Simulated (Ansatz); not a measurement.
# Amorphous Si12B24N40

The cell was made by melting and quenching with the CHGNet potential and then relaxed with DFT. N atoms were pushed apart under 1.9 Å during the dynamics, to hinder bonds among them. The hot cell started wider than the set density and was brought back towards it in steps. It is the lowest in DFT energy of 2 quenches. It is a model cell: composition and starting density were chosen by hand, and all elements were melted together. No dispersion term was used.

Methods: PBE, scalar-relativistic without spin-orbit coupling (Ansatz, a quantum-chemistry and plane-wave program); r2SCAN, scalar-relativistic without spin-orbit coupling (Ansatz); HSE06, scalar-relativistic without spin-orbit coupling (Ansatz). Geometry, pressure, stress and energy are those of the PBE run. Its sampling: a 2×2×2 Γ-centred mesh; Fermi-Dirac width 0.02 eV; no spin polarisation. Other functionals are single points at the zone centre (r2SCAN at 500 eV; exact exchange cut at the cell's faces), free to take moments where seeds were set. At PBE the levels at both edges of the gap are localised (band-tail or defect states), and the nearest spread-out levels lie 3.5 eV apart at the zone centre.

```yaml
number_of_atoms_in_the_cell: 76
Density (held, not predicted): 2.10 g/cm³
volume_per_atom: 12.04 Å^3
Pressure on a 2×2×2 Γ-centred mesh: -1.15 GPa
Largest force and stress component on that mesh (the relaxation ran on the zone centre alone): 0.07 eV/Å and 1.2 GPa
Energy relative to bulk hexagonal BN (AA') + beta Si3N4 (lowest mix at this level among the phases computed, not always the ambient ones): 0.496 eV/atom
Gap between localised states on a 2×2×2 Γ-centred mesh (PBE): 1.86 eV
Gap between localised states at the zone centre (PBE): 1.88 eV
Gap between localised states at the zone centre (r2SCAN): 2.27 eV
Gap between localised states at the zone centre (HSE06): 3.15 eV
```

Neighbours within Si-Si 2.60 Å, Si-B 2.28 Å, Si-N 2.14 Å, B-B 1.97 Å, B-N 2.00 Å, N-N 1.70 Å count as bonded. Two cations that share two anions don't count as bonded, nor two that share one unless they lie closer than Si-Si 2.38 Å, Si-B 2.09 Å, B-B 1.80 Å.

The mean coordination of Si by anions is 3.92 (1 with 3, 11 with 4), the mean coordination of B by anions is 3.04 (3 with 2, 17 with 3, 4 with 4) and the mean coordination of N comes out as 3.00 (3 with 2, 34 with 3, 3 with 4). The mean B-N bond comes out as 1.490 Å (spread 0.094 Å, 73 counted) and the mean Si-N bond is 1.750 Å (spread 0.067 Å, 47 counted).

Its density started from a set value of 2.10 g/cm³. Cooling (nominally 760 K/ps over its main leg) ran many orders faster than in experiment, which tends to leave more defects and strain. One small periodic cell is one sample of the glass; other quenches scatter about these values. The volume was held where the preparation left it and the shape relaxed, at a PBE pressure of -1.2 GPa (tension). Stress components on the final sampling reach 1.2 GPa.
